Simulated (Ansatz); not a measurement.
Take Mo3Si in the A15 (Cr3Si type) structure (space group Pm-3n, No. 223; a = 4.885 Å) as the base. Axes: x, y, z lie along the cube axes.

Calculations: r2SCAN in Ansatz (plane waves to 500 eV, PAW, no spin-orbit coupling), earlier PAW set.

Before the change:

* **Pressure**: 0.0 GPa
* **Shortest interatomic distance**: 2.442 Å
* **Band gap**: zero

One thing is altered: strain tensor (xx, yy, zz, yz, xz, xy) = (+0.23, +0.44, −0.32, −1.25, +0.30, −0.41) %, atoms relaxed at fixed cell.

Question: How does this affect the pressure?

Answer: The pressure (mean of the normal stresses, compression positive) goes from zero to -0.8 GPa.

Question: What happens to the energy relative to the base?

Answer: The energy goes up by 4.6 meV/atom.

Question: What does the calculation give for the shortest interatomic distance after the change?

Answer: The shortest interatomic distance decreases by 0.0077 Å (2.442 Å → 2.435 Å).

Question: How does this affect the band gap?

Answer: The band gap is still zero.

Without a gap, meshes like the base's 10×10×10 leave anisotropic stresses uncertain by several tenths of a GPa, and small strain energies with them. Stability against distortions was not tested. The final runs are not spin-polarised.

Ansatz is a program for electronic structure.
